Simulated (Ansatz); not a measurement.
For TaSi2 (model structure, started from the MoSi2 type, I4/mmm, No. 139, 3 atoms in the cell), PBE (PAW; Ansatz, a quantum-chemistry and plane-wave program) gives:

```
Property                     Value
------------------  --------------
lattice constant a         3.283 Å
c axis length              8.213 Å
formation enthalpy  -0.408 eV/atom
```

Problem. What does PBE-D3(BJ) (Ansatz, plane waves, PAW) give for the same quantities?

Solution. 
- lattice constant a: 3.242 Å (falls by 1.2 %)
- lattice parameter c: 8.143 Å (shrinks by 0.9 %)
- formation enthalpy: -0.529 eV/atom (moves by -0.121 eV/atom)

Changes are worked out from the printed values.

Unless a cell is named, each level is at its own relaxed cell (PBE 14.76, PBE-D3(BJ) 14.27 Å³/atom).

Levels without +SOC leave out spin–orbit coupling, which shifts energies and cells of such heavy elements.

Ansatz's density-functional and Hartree–Fock values are scalar-relativistic unless marked +SOC, with PAW data made under PBE.

A model structure was made by putting elements into a prototype or built by hand; it is no filed structure, need not be a known phase, and can be a saddle point held by its symmetry.
